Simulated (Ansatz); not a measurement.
# Al3Sc: energy against strain

Al3Sc (L1_2, Pm-3m, 16.885 Å³/atom at rest) under an equal strain ε in the (001) plane with the normal axis free, as in a coherent film. PBEsol in Ansatz, a plane-wave DFT program (PAW, default set), 420 eV, 14×14×14 Γ-centred mesh, Fermi-Dirac smearing 0.10 eV; ions are relaxed within the symmetry of each cell.

Here s stands for strain and y for E less E0.

```csv
strain (%),E less E0 (meV/atom)
-1.20,3.27
-0.60,0.77
0.00,0.00
0.60,0.87
1.20,3.28
3.00,?
```

Task: Using a parabola, estimate the missing y at s = 3.00 from the other rows, showing the fit.

Result: Least squares gives y = 0.001 + 0.0200·s + 2.2738·s². Residuals (row less fit): 0.019, -0.038, -0.001, 0.038, -0.019; standard error 0.042 (degrees of freedom: 2). Twice the quadratic coefficient over the volume, 2 × 2.2738 meV × 10⁴ × 0.1602 / 16.885 Å³, is twice the biaxial elastic modulus of this plane = 432 ± 6 GPa. At the withheld row, y = 0.001 + 0.0200 × 3.0 + 2.2738 × 3.0² = 20.525 meV/atom. The calculation gives 18.95 meV/atom, 1.575 meV/atom below the prediction (8.3 % of the range of y in the table). The row lies outside the fitted rows, so this is an extrapolation. From the scatter of the fitted rows alone, a prediction at this place has a standard error of 0.274 meV/atom, so the miss is 5.7 times that.

One order more, fitted to all 11 runs of the series, follows each within 0.01, so the miss is the next term of a smooth law. In a metal these values are sensitive to mesh and smearing; energies are taken to zero smearing, stresses follow the free energy. Rows are the converged runs of the series near zero and its far end; series whose fitted rows scatter by over a few per cent of the range, as at a crossing or softening among them, aren't shown in this form. Most that stay on the fit to the last digits aren't either.
